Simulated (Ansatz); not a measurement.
WS2: transverse stress against strain

WS2 (2H layered, P6_3/mmc, 17.434 Å³/atom at rest, c along z) under a strain ε along c (axis z), the other axes held. PBE-D3(BJ) in Ansatz, a plane-wave DFT program (PAW, default set), 420 eV, 12×12×3 Γ-centred mesh, Fermi-Dirac smearing 0.05 eV; ions are relaxed within the symmetry of each cell. Stress is positive for a compressed cell.

Here s stands for strain and y for stress xx.

```csv
strain (%),stress xx (GPa)
-1.20,0.14
-0.60,0.06
0.00,0.00
0.60,-0.06
1.20,-0.11
3.00,?
```

The 5 complete rows are fitted with a straight line, y against s. Means: s 0, y 0.006. About the means, the sum of products is -0.37200 and the sum of squares of s is 3.6000; the slope is their ratio. Least squares gives y = 0.006 - 0.1033·s. Residuals (row less fit): 0.010, -0.008, -0.006, -0.004, 0.008; standard error 0.010 (degrees of freedom: 3). The slope gives the elastic constant C13 = 10.3 ± 0.5 GPa.

Q: Predict the withheld y at s = 3.00 from the fit, and compare with the calculation.

A: y = 0.006 - 0.1033 × 3.0 = -0.304 GPa. The calculation gives -0.23 GPa, 0.074 GPa above the prediction (20.0 % of the range of y in the table). The row lies outside the fitted rows, so this is an extrapolation. From the scatter of the fitted rows alone, a prediction at this place has a standard error of 0.019 GPa, so the miss is 3.9 times that.

One order more, fitted to all 11 runs of the series, follows each within 0.01, so the miss is the next term of a smooth law. Rows are the converged runs of the series near zero and its far end; series whose fitted rows scatter by over a few per cent of the range, as at a crossing or softening among them, aren't shown in this form. Most that stay on the fit to the last digits aren't either.
